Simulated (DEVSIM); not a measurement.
Structure: abrupt Si n-p junction, at 300 K.

Layer 1 from the left is Si, thickness (μm) 7.60, Nd (cm⁻³) 1e17, τn (s) 6.9e-5, τp (s) 6.9e-5. Layer 2 from the left is Si, thickness (μm) 9.60, Na (cm⁻³) 1.3e14, τn (s) 6.9e-5, τp (s) 6.9e-5.

Left contact: ohmic. Right contact: ohmic. Voltage is applied to the left contact. Recombination: SRH at mid-gap. Mobility is constant in doping.

This is a model device: material constants are rounded textbook-type values typed into the input, and sizes, dopings and lifetimes were drawn at random. Values at 300 K.

Si: gap (eV) 1.124, affinity (eV) 4.05, permittivity 11.7, Nc (cm⁻³) 2.86e19, Nv (cm⁻³) 3.1e19, μn (cm²/Vs) 1417, μp (cm²/Vs) 470.

Problem. Estimate by hand the built-in potential, the peak field at zero bias, the capacitance at 6 V, and compare with a numerical solution.

Solution. 
- Built-in potential: ni = √(Nc Nv) exp(−Eg/2kT) = 1.08e10 cm⁻³ with Eg = 1.124 eV; Vbi = kT/q ln(Na Nd/ni²) = 0.658 V; numerical 0.658 V.
- Peak field at zero bias: depletion approximation: W = √(2εVbi/(qN)) = 2.56 μm with N = 1.30e14 cm⁻³; field = 2Vbi/W = 5140 V/cm; numerical 17600 V/cm (estimate below by 71 %).
- Capacitance at 6 V: C = √(qεN / 2(Vbi + |V|)) = 1.27 nF/cm²; numerical 1.28 nF/cm² (estimate below by 0.59 %).

DEVSIM, 1D drift-diffusion, Boltzmann statistics, complete ionisation; no tunnelling, impact ionisation, image-force lowering or self-heating.
